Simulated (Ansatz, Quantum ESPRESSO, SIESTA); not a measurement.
# Code comparison for SnF3 (P1, 8 atoms in the cell)

Self-consistent single point, at a second geometry (atoms moved at random). First geometry:

```
SnF3
1.0
    0.00000     4.31244     4.31244
    4.31244     0.00000     4.31244
    4.31244     4.31244     0.00000
Sn F
2 6
Cartesian
  4.31244   4.31244   4.31244
  0.00000   0.00000   0.00000
  4.31244   6.28056   4.31244
  4.31244   2.34433   4.31244
  2.34433   4.31244   4.31244
  6.28056   4.31244   4.31244
  4.31244   4.31244   6.28056
  4.31244   4.31244   2.34433
```

Second geometry:
```
SnF3
1.0
    0.00000     4.31244     4.31244
    4.31244     0.00000     4.31244
    4.31244     4.31244     0.00000
Sn F
2 6
Direct
  0.50980   0.51710   0.48104
  0.99713   0.99554   0.99996
  0.72228   0.26669   0.73665
  0.26499   0.72747   0.27240
  0.72966   0.27148   0.27245
  0.27902   0.72965   0.72637
  0.72106   0.73651   0.27878
  0.27605   0.25557   0.73235
```

Shared settings, as Ansatz (a program for electronic structure) writes them: kpoints.mp_grid.grid = 6 6 6; scf.occupations.method = fermi_dirac; scf.occupations.width = 0.0037 Ry. Potentials and cutoffs stand in the table.

| code | model | ΔF from the first geometry (meV/atom) | pressure (GPa) | largest force (eV/Å) | gap on the mesh (eV) | cutoff |
|---|---|---|---|---|---|---|
| SIESTA | GGA PBEsol, numerical atomic orbitals DZP, PseudoDojo PBEsol standard norm-conserving potentials (rewritten from UPF to PSML) | 38.4 | 2.17 | 4.782 | 2.454 | grid 400 Ry |
| Ansatz | PBEsol, PAW files made with PBE | 37.9 | 1.67 | 4.257 | 2.495 | default |
| Quantum ESPRESSO | PBEsol, GBRV 1.5 ultrasoft (PBESOL) pseudopotentials | 38.0 | 1.77 | 4.343 | 2.458 | 40 Ry |

Size of the force on each atom (eV/Å): Sizes of forces hide their directions.

| code | Sn1 | Sn2 | F3 | F4 | F5 | F6 | F7 | F8 |
|---|---|---|---|---|---|---|---|---|
| SIESTA | 4.782 | 1.047 | 0.167 | 0.533 | 0.635 | 0.479 | 2.686 | 0.794 |
| Ansatz | 4.257 | 0.933 | 0.390 | 0.166 | 0.296 | 0.157 | 2.013 | 0.911 |
| Quantum ESPRESSO | 4.343 | 0.914 | 0.353 | 0.225 | 0.351 | 0.205 | 2.146 | 0.894 |

Gaps are read on the mesh.

The spread over the programs that give each value: ΔF from the first geometry within 0.5 meV/atom; pressure within 0.50 GPa; largest force within 0.525 eV/Å; gap on the mesh within 0.041 eV.

SIESTA uses small atom-centred bases, whose incompleteness enters pressures, forces and empty levels differently from a plane-wave cutoff. Ansatz's pressure is given at a fixed set of plane waves, as the other plane-wave codes print theirs; with its correction for the finite basis it is 1.95 GPa (the shift of 0.28 GPa shows how far the cutoff is from converged). In the force vectors, SIESTA (by 0.608) lies more than 0.08 eV/Å from the median of the plane-wave programs.

The starting cell comes from a database of computed structures (which also holds hypothetical and non-ambient phases and stackings), without a prior relaxation at this level. Its lattice was rescaled by a random factor within 2.5 % of one. For this run, on top of that: atoms moved at random.

Left out of this page: CP2K (unsound by tests on forces, stress, charge or solver warnings).

Keys are those of Ansatz 0.2.
